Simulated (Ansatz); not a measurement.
Cl interstitial in alpha quartz: one set of geometries, relaxed with PBE, evaluated in Ansatz (PAW, plane waves to 420 eV, 500 eV under r2SCAN) with PBE, r2SCAN.

Details: 72-site cell; 2×2×2 Γ-centred k-points; start: void with 6O2Si nearest; charged states image-corrected; energies good to tenths of an eV; relaxed from one start, so a lower configuration may exist; flagged in the runs: a doubtful potential alignment, a host whose relaxation on this sampling wasn't shown to rest, a strain field that reaches the edge of the cell.

```json
[
 {"quantity": "host gap (eV)", "PBE": "5.68", "r2SCAN": "6.32"},
 {"quantity": "ε(+1/0) above the VBM (eV)", "PBE": "1.55", "r2SCAN": "1.61"},
 {"quantity": "ε(0/−1) above the VBM (eV)", "PBE": "1.86", "r2SCAN": "2.21"},
 {"quantity": "neutral formation energy against Cl2 molecule in a box (eV)", "PBE": "3.09", "r2SCAN": "2.68"},
 {"quantity": "largest moment on one atom at charge 0 (μB)", "PBE": "0.51", "r2SCAN": "0.55"}
]
```

PBE narrows the gap by 0.64 eV against r2SCAN, the highest level run, and puts the levels 0.20 eV lower above the valence-band maximum on average.

Ansatz is a quantum-chemistry and plane-wave program.
